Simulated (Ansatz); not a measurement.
Response to strain in ZnCu2SnS4

Consider ZnCu2SnS4 (space group I-4, No. 82; a = 5.468 Å, c = 10.935 Å).

Strains are applied to the cell and any free atomic positions relax.

Method: PBE, PAW, 420 eV (Ansatz, a quantum-chemistry and plane-wave program; scalar-relativistic without spin-orbit coupling).

Candidates:
(a) isotropic strain +0.75 %
(b) isotropic strain +2.25 %
(c) isotropic strain +3.00 %
(d) isotropic strain +1.50 %

Notes on the quantities. energy relative to the base: free energy F.

Q: Order them by energy relative to the base, highest first.

A: (c) isotropic strain +3.00 % (+31 meV/atom), (b) isotropic strain +2.25 % (+18 meV/atom), (d) isotropic strain +1.50 % (+8.3 meV/atom), (a) isotropic strain +0.75 % (+2.1 meV/atom)

Stability against distortions was not tested. All final runs are without spin polarisation.
